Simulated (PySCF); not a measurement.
PySCF 2.14.0, unrestricted PBE/def2-svp, df: Si(Cl)2 triplet (Cl[Si]Cl), charge 0, multiplicity 3, 3 atoms. The geometry is a generated start, not checked to be a minimum at this level.

| Quantity | Value |
|---|---|
| task | energy |
| method | pbe |
| basis | def2-svp |
| two-electron scheme | density fitting |
| mol.max_memory | 3000 MB |
| mf.max_cycle | 100 |
| mf.init_guess | minao (default) |
| mf.DIIS | CDIIS (default) |
| mf.diis_space | 8 (default) |
| mf.conv_tol | 1e-09 (default) |
| mf.grids.level | 3 (default) |
| basis functions | 54 |
| grid points | 56944 |

```xyz
3

Si     0.0486    -0.0425     0.8665
Cl     1.0098     1.2229    -0.4304
Cl    -1.0584    -1.1804    -0.4362
```

Charge 0 and multiplicity 3 are set for this test and not shown to be the ground state.

One run each on 2 threads, 1 BLAS thread. Values of level_shift (Hartree) tried: 0 (default), 0.1, 0.3, 1.

Q: How does the count of Fock builds change with level_shift (Hartree), and where is it least?

A: Fewest Fock builds: 0 (default) with 12. The count rises to 46 at 1. All converge to one solution.

| level_shift (Hartree) | Fock builds | end |
|---|---|---|
| 0 (default) | 12 | same solution |
| 0.1 | 15 | same solution |
| 0.3 | 22 | same solution |
| 1 | 46 | same solution |
